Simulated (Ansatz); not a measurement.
A (9,0) BN nanotube has 36 atoms in a period of 4.341 Å, a mean diameter of 7.27 Å, and lies 102 meV/atom over the flat sheet relaxed at the same level.

The numbers are results of PBE (plane waves to 420 eV, PAW; Ansatz, a first-principles code), not measurements. Mesh 1×1×8. No spin polarisation. Isolated but for its images some 11 Å away. An idealised model, rolled from the flat sheet. Symmetry and one short period hold its shape; lower forms weren't sought.

**Question.** Which bending rigidity of the sheet does this imply in the thin-plate picture?

**Answer.** A plate bent to radius R stores D/(2R²) an area. The area an atom is π × 7.27 × 4.341/36 = 2.75 Å², so the stored energy is 0.102/2.75 = 0.0371 eV/Å². With R = 3.635 Å, D = 2R² × 0.0371 = 0.98 eV.
